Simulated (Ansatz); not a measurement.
The parent structure is BN in the wurtzite structure (space group P6_3mc, No. 186; a = 2.5232 Å, c = 4.1751 Å).

The values are results of LDA/PAW in Ansatz (a first-principles code), no spin-orbit coupling, not measurements.

Perturbation: an isotropic linear strain of −2.40 %, atoms relaxed at fixed cell.

Task: What does the calculation give for the energy relative to the base after the change?

Result: The energy goes up by 40 meV/atom.

Task: How does this affect the mean gap deformation potential ΔEg/Δln V?

Result: The mean gap deformation potential ΔEg/Δln V comes out as +2.3 eV.

Whether these cells are dynamically stable was not tested.
